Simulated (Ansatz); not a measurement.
The cell is built on a prototype and need not be the phase stable at ambient conditions.

By PBEsol, the system below comes out a metal.

Here is the system:

```yaml
crystal:
  lattice:
    - [3.91651, 0.00000, 0.00000]
    - [0.00000, 3.91651, 0.00000]
    - [0.00000, 0.00000, 3.91651]
  atoms:
    - { symbol: Mo, position: [0.00000, 0.50000, 0.50000] }
    - { symbol: Mo, position: [0.50000, 0.50000, 0.00000] }
    - { symbol: Mo, position: [0.50000, 0.00000, 0.50000] }
    - { symbol: Ir, position: [0.00000, 0.00000, 0.00000] }
```

Space group of this cell: Pm-3m, Cu3Au type. The cell was relaxed by PBE-D3(BJ); by PBEsol its mean pressure is -0.5 GPa.

The current flows along the normal of the first two printed cell vectors. No spin-orbit coupling; the value is a mean over 0.1 eV about the Fermi level.

Question: Predict the ballistic conductance per area from PBEsol run with Ansatz (a first-principles code).

Answer: 1.7 × 10¹⁵ S/m² for both spins.
